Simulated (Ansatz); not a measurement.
The starting structures come from a database of crystals and need not be the phases stable at ambient conditions.

 Where the default PAW files enter, the runs use the earlier of Ansatz's two default sets.

Inside the gap of an insulator the Bloch states are evanescent, with a wavenumber k + iκ along the transport direction.

Data:

```
CELL_PARAMETERS angstrom
      5.85337     0.00000     0.00000
      0.57349     5.82521     0.00000
      2.63994    -2.91260     4.04890
ATOMIC_POSITIONS crystal
  Si 0.25000 0.25000 0.50000
  Si 0.00000 0.00000 0.00000
  S  0.90799 0.34201 0.46701
  S  0.12500 0.62500 0.96701
  S  0.34201 0.90799 0.53299
  S  0.62500 0.12500 0.03299
```

Space group of this cell: Fdd2. The cell is strained (lengths along the current scaled by 1.03, ions clamped); by r2SCAN its mean pressure is -2.2 GPa.

Transport runs along the normal of the first two printed cell vectors.

No gap correction and no spin-orbit coupling; mid-gap values are interpolated between computed energies.

Problem. Give the band gap and the smallest decay constant κ at mid-gap that r2SCAN in Ansatz (a program for electronic structure) yields.

Solution. Gap 3.59 eV on a 8×8×8 mesh; κ = 0.313 1/Å, at the zone centre.
